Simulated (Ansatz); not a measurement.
The cell is built on a prototype and need not be the phase stable at ambient conditions.

By PBEsol, the system below comes out a metal.

The ballistic (Sharvin) conductance counts the channels at the Fermi level: G/A = (e²/h) × channels of both spins per area.

Here is the system:

```
Y
1.0
    4.84334     0.00000     0.00000
   -2.42167     4.19445     0.00000
    2.42167     1.39815     3.95457
Y
2
Direct
  0.50000   0.25000   0.25000
  0.00000   0.50000   0.50000
```

Space group of this cell: Fd-3m, diamond. The cell was relaxed by PBE-D3(BJ).

The current flows along the normal of the first two printed cell vectors. No spin-orbit coupling; the value is a mean over 0.1 eV about the Fermi level.

**Question.** Estimate the ballistic conductance per area that Ansatz (a program for electronic structure) with PBEsol returns for this system.

**Answer.** 0.67 × 10¹⁵ S/m² for both spins.
